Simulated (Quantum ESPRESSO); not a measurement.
Quantum ESPRESSO is run on OsN (Pm-3m, 6 atoms in the cell), and the run fails. The aim is a self-consistent single point with DFT, LDA (PZ), plane waves, GBRV 1.5 ultrasoft (LDA) pseudopotentials.

This input was run:

```fortran
&CONTROL
   calculation = 'scf'
   prefix = 'pwscf'
   outdir = './out'
   pseudo_dir = './'
   tprnfor = .true.
   tstress = .true.
/
&SYSTEM
   ibrav = 1
   celldm(1) = 7.6814343404
   nat = 6
   ntyp = 2
   ecutwfc = 40
   ecut_rho = 320
   occupations = 'smearing'
   smearing = 'methfessel-paxton'
   degauss = 0.0036749
/
&ELECTRONS
   conv_thr = 1.0d-9
/
ATOMIC_SPECIES
Os   190.2300  os_lda_v1.2.uspp.F.UPF
N     14.0070  n_lda_v1.2.uspp.F.UPF
ATOMIC_POSITIONS {crystal}
Os    0.5000000000    0.5000000000    0.0000000000
Os    0.0000000000    0.5000000000    0.5000000000
Os    0.5000000000    0.0000000000    0.5000000000
N     0.0000000000    0.0000000000    0.5000000000
N     0.5000000000    0.0000000000    0.0000000000
N     0.0000000000    0.5000000000    0.0000000000
K_POINTS {automatic}
11 11 11  0 0 0
```

Log, with long lists cut:

```
     This program is part of the open-source Quantum ESPRESSO suite
     for quantum simulation of materials; please cite

 %%%%%%%%%%%%%%%%%%%%%%%%%%%%%%%%%%%%%%%%%%%%%%%%%%%%%%%%%%%%%%%%%%%%%%%%%%%%%%
     Error in routine  read_namelists (1):
      bad line in namelist &system: "   ecut_rho = 320" (error could be in the previous line)
 %%%%%%%%%%%%%%%%%%%%%%%%%%%%%%%%%%%%%%%%%%%%%%%%%%%%%%%%%%%%%%%%%%%%%%%%%%%%%%

     stopping ...
```

**Question.** Read the log: what does the program object to, and what is the fix?

**Answer.** The fault is a keyword that the program does not know. The program does not know a key of this name. To fix it, use the program's own name for the key. The program stopped before any SCF iteration.

The sound input it was made from differs as follows (other fixes are possible):
```diff
-   ecut_rho = 320
+   ecutrho = 320
```

With that input, the run converged in 9 iterations: free energy E − TS -8933.2459 eV; Fermi level (on the code's own zero) 19.35 eV; pressure -18.38 GPa (DFT, LDA (PZ), plane waves, GBRV 1.5 ultrasoft (LDA) pseudopotentials).

On the sound input: the starting cell comes from a database of computed structures (which also holds hypothetical and non-ambient phases and stackings), without a prior relaxation at this level. Spin polarisation is off; with an odd number of electrons in the cell that forces a metal, and a magnetic state may lie lower. With a pressure of about -18 GPa the cell is away from its equilibrium volume at this level.
